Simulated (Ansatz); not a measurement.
## Converging the k-point mesh: Ir (Fm-3m, 1 atom in the cell)

```
Ir
1.0
    0.00000     1.91040     1.91040
    1.91040     0.00000     1.91040
    1.91040     1.91040     0.00000
Ir
1
Direct
  0.00000   0.00000   0.00000
```

Method: PBE (plane waves, PAW; Ansatz, a first-principles code).

Base settings: basis.ecutwfc = 420 eV; kpoints.mp_grid.grid = 15 15 15; hamiltonian.xc = pbe; hamiltonian.pseudopotentials = {kind: paw} (the program's default PAW files); scf.occupations.method = gaussian; scf.occupations.width = 0.1 eV.

The second cell is the first with its lattice scaled by 0.98.

Only quantities that move along the ladder and can be compared are tabulated.

The count of work is k-points × plane waves × bands × iterations; it is no time. 

The starting cell has typed, rounded lattice constants, without a prior relaxation at this level. Its lattice was rescaled by up to half a per cent. Spin polarisation is off. In the base run, with a pressure of about 15 GPa the cell is away from its equilibrium volume at this level. Ansatz's pressure includes its estimate of the finite-basis (Pulay) stress.

```csv
kpoints.mp_grid.grid,free energy less the last step's (meV/atom),energy of the compressed cell less the first (meV/atom),pressure (GPa),count of work / last
3 3 3,1342.35,300.67,42.03,0.0014
4 4 4,-512.08,90.23,4.53,0.0029
5 5 5,255.59,173.80,19.56,0.0036
6 6 6,64.33,152.99,15.81,0.0058
7 7 7,-77.69,140.87,13.69,0.0072
8 8 8,76.24,156.11,16.43,0.010
9 9 9,-21.75,144.80,14.37,0.013
10 10 10,-4.58,148.35,15.00,0.017
11 11 11,27.60,150.99,15.49,0.020
13 13 13,8.09,149.34,15.21,0.030
14 14 14,9.72,149.10,15.15,0.038
15 15 15,-5.85,147.28,14.82,0.043
16 16 16,9.28,149.33,15.21,0.052
17 17 17,-1.01,147.62,14.88,0.060
19 19 19,6.92,148.79,15.11,0.079
21 21 21,0.14,147.98,14.96,0.10
23 23 23,-2.71,147.65,14.89,0.13
26 26 26,-1.40,147.81,14.92,0.18
29 29 29,-0.56,147.90,14.94,0.25
32 32 32,-0.16,147.92,14.94,0.32
35 35 35,0.05,147.94,14.95,0.41
39 39 39,0.36,147.93,14.94,0.56
44 44 44,0.44,147.96,14.95,0.78
48 48 48,0.00,147.87,14.93,1.0
```

Coarsest kpoints.mp_grid.grid that holds the pressure within 0.5 GPa of the last step, with all finer ones: 13 13 13, at 0.030 of the last step's count of work; the step before is off by 0.56 GPa.

Coarsest kpoints.mp_grid.grid that holds the energy of the compressed cell less the first within 0.2 meV/atom of the last step, with all finer ones: 26 26 26, at 0.18 of the last step's count of work; the step before is off by 0.22 meV/atom.

Coarsest kpoints.mp_grid.grid that holds the free energy within 2 meV/atom of the last step, with all finer ones: 26 26 26, at 0.18 of the last step's count of work; the step before is off by 2.7 meV/atom.

The energy difference between the two cells stays within 1 meV/atom of the last step's from 17 17 17 on, the total only from 29 29 29 on: much of the error is common to both cells and cancels.

Keys are those of Ansatz 0.2.
